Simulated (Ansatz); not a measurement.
We consider C (model structure, Fd-3m, No. 227, 2 atoms in the cell), described by r²SCAN+rVV10 (Ansatz, an electronic-structure program, plane waves, PAW).

Settings: plane-wave cutoff 560 eV, 34×34×34 k mesh, Fermi–Dirac smearing 0.05 eV, scalar-relativistic PAW data made under PBE.

Cell (relaxed at this level):

Space group Fd-3m, origin choice 1 (No. 227); a = b = c = 3.5577 Å, α = β = γ = 90.00°

```tsv
atom	site	symmetry	x	y	z
C	8b	-43m	0.5000	0.5000	0.5000
```
(The calculation used a cell of 2 atoms; values per cell refer to that cell.)

Estimate the band gap that the calculation returns.


- band gap = 4.34 eV (on the SCF k mesh)

Computed values are for the static lattice.

A model structure was made by putting elements into a prototype or built by hand; here it ended with the formula and space group of a phase in our tables.
